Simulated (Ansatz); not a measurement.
Model: Si(111) 1x1 surface, 6 top atoms, 3 bilayers, bottom bilayer H-capped and fixed, every top atom capped by H; cell 11.5 x 6.6 Å; two neighbouring H replaced by OH; about 7 Å thick over the host's atoms, 18 atoms held. Level of theory: PBE-D3(BJ) (plane waves to 420 eV, PAW; Ansatz, a program for electronic structure). k mesh 1 x 2 x 1. The slab states were run without spin polarisation. Slab thickness, cell and mesh are as stated and are not converged limits. Energies are static: no zero-point or thermal part. Each state was relaxed from one prepared geometry.

End state of this step: BF3 exchanges a ligand with a surface O-H group and HF forms. Atoms near the product:

```
atom    x (Å)  y (Å)   z (Å)
------  -----  -----  ------
Si(1)   1.909  3.320   9.479
Si(15)  3.824  6.659   9.520
Si(18)  3.839  4.441   8.770
H(29)   3.774  6.654  11.012
O(46)   5.987  3.502  11.180
H(47)   2.950  4.089  12.050
O(48)   1.895  3.325  11.195
H(49)   1.671  2.478  11.614
B(a0)   5.477  3.020  12.346
F(a1)   3.674  4.548  12.512
F(a2)   4.607  1.993  12.354
F(a3)   6.009  3.402  13.502
```

Task: What energy does it take to move HF into the gas, one a cell, with the surface relaxed behind it, and what are its closest contacts before it leaves?

Result: 0.43 eV. Its closest contacts to the rest of the cell: H(47)...O(48) 1.56 Å, H(47)...H(49) 2.10 Å, F(a1)...B(a0) 2.37 Å.
